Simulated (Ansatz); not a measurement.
Input:

```xyz
2
Lattice="0.0000 2.7551 2.7551 2.7551 0.0000 2.7551 2.7551 2.7551 0.0000" Properties=species:S:1:pos:R:3 pbc="T T T"
Mg     0.0000     0.0000     0.0000
Se     2.7551     2.7551     2.7551
```

These are PBEsol with spin-orbit coupling, rigid bands (plane waves, PAW; Ansatz, a first-principles code) values and carry that method's errors. Condition of this run: hydrostatic pressure -2 GPa (the target of the relaxation). Geometry: cell and atoms relaxed with PBEsol, then loaded as said.

### Question
What conductivity effective mass do dilute holes have at 300 K?

### Answer
0.99 mₑ.

### Question
Predict the electron conductivity mass (n e² τ/σ) at 300 K, by direction if it differs.

### Answer
0.29 mₑ.

### Question
And the band gap?

### Answer
1.59 eV at this level; semilocal functionals usually fall short of the measured gap.

Rigid bands, one relaxation time for all states, no polarons.
